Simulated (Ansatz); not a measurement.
The starting structures come from a database of crystals and need not be the phases stable at ambient conditions.

 Where the default PAW files enter, the runs use the earlier of Ansatz's two default sets.

Tunnelling through a barrier is set by its complex band structure: the current falls as exp(−2κd) with the smallest κ.

Input:

```
CELL_PARAMETERS angstrom
      4.09676     0.00000     0.00000
      0.00000     5.32226     0.00000
      0.00000     0.00000     4.09676
ATOMIC_POSITIONS crystal
  N  0.09507 0.00000 0.90493
  N  0.90493 0.00000 0.09507
  N  0.59507 0.50000 0.59507
  N  0.40493 0.50000 0.40493
```

Space group of this cell: P4_2/mnm. The cell was relaxed by PBE-D3(BJ); by r2SCAN its mean pressure is -1.5 GPa.

Transport runs along the normal of the first two printed cell vectors, the (100) plane of the conventional cell.

The gap is the functional's own. No spin-orbit coupling. Mid-gap values are interpolated on the energy grid.

Problem. State the band gap and the smallest decay constant κ at mid-gap according to Ansatz (an electronic-structure program) with r2SCAN.

Solution. Gap 7.65 eV on a 8×6×8 mesh; κ = 0.833 1/Å, at the zone centre.
